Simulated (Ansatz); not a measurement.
The starting structures come from a database of crystals and need not be the phases stable at ambient conditions.

The decay constant κ of evanescent states in the gap governs leakage through a thin film.

Data:

```xyz
5
Lattice="5.6965 0.0000 0.0000 -2.8483 4.9333 0.0000 2.8483 1.6444 2.2655" Properties=species:S:1:pos:R:3 pbc="T T T"
Ba     2.8483     4.9333     0.0010
Ti     5.6965     3.2889     1.2233
O      5.6965     1.6748     2.1695
O      1.3978     4.0959     2.1695
O      4.2987     4.0959     2.1695
```

The cell is strained (lengths along the current scaled by 0.97, ions clamped); by r2SCAN it stands under a pressure of 3.4 GPa.

Transport runs along the normal of the first two printed cell vectors, the (001) (indices of the unstrained crystal) plane of the conventional cell.

The gap is the functional's own, uncorrected, and κ follows it; spin-orbit coupling is left out. Mid-gap means the computed energy nearest the middle.

**Question.** Compute, with r2SCAN in Ansatz (an electronic-structure program), the band gap and the smallest decay constant κ at mid-gap.

**Answer.** Gap 2.81 eV on a 14×14×14 mesh; κ = 0.379 1/Å, at (0.167, 0.000) of the in-plane reciprocal vectors. At the zone centre the slowest state has κ = 0.39 1/Å.
